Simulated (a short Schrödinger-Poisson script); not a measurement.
Structure: MOS inversion layer, HfO2 on p-type Si(111), at 400 K.

| layer | material | thickness (nm) | Na (cm⁻³) |
|---|---|---|---|
| 1 | HfO2 | 12 | - |
| 2 | Si | 450 | 9.1e17 |

The device is made up for the run: typed textbook-type constants, with dimensions and the other settings drawn at random. HfO2: permittivity 22, conduction-band edge (eV) 1.55, gap (eV) 5.7, electron mass (mₑ) 0.2. Si: permittivity 11.7, conduction-band edge (eV) 0, gap (eV) 1.124, Nv at 300 K (cm⁻³) 3.1e19.

Channel valleys (confinement mass, in-plane density-of-states mass, number): Δ6 0.258, 0.358, 6. At the gate the conduction-band edge of layer 1 lies 2.15 eV − eVg above the Fermi level of the channel; the field vanishes at the back. Gaps are held at their typed values at every temperature. Mesh 0.03 nm at interfaces.

Solved with a short Schrödinger-Poisson script written for these runs: 1D Poisson equation in equilibrium, electrons quantum, Hartree (BenDaniel-Duke, 12 states a valley, the channel's in-plane mass for all, wave functions ending at the dielectric), parabolic valleys, classical holes, full ionisation, no traps, pinning or gate leakage.

The same stack at other levels of the model or other numerical settings:

| run | sheet density of all electrons at Vg = 2.4 V (cm⁻²) | sheet density of all electrons at Vg = 1.2 V (cm⁻²) | capacitance at Vg = 2.4 V (μF/cm²) | centroid of the channel electrons at Vg = 2.4 V (nm) | rough cost against the base |
|---|---|---|---|---|---|
| base | 1.10e13 | 1.56e12 | 1.34 | 1.73 | about 1 |
| electrons treated as classical, Boltzmann | 1.39e13 | 2.65e12 | 1.55 | 0.38 | 0.03 |
| electrons treated as classical, Fermi-Dirac | 1.33e13 | 2.58e12 | 1.48 | 0.54 | 0.2 |
| mesh six times as coarse | 1.10e13 | 1.56e12 | 1.34 | 1.73 | 0.2 |
| one subband a valley | 1.10e13 | 1.55e12 | 1.34 | 1.71 | 0.6 |

The classical rows ignore confinement, and Boltzmann statistics overrate the density once the band edge passes the Fermi level.
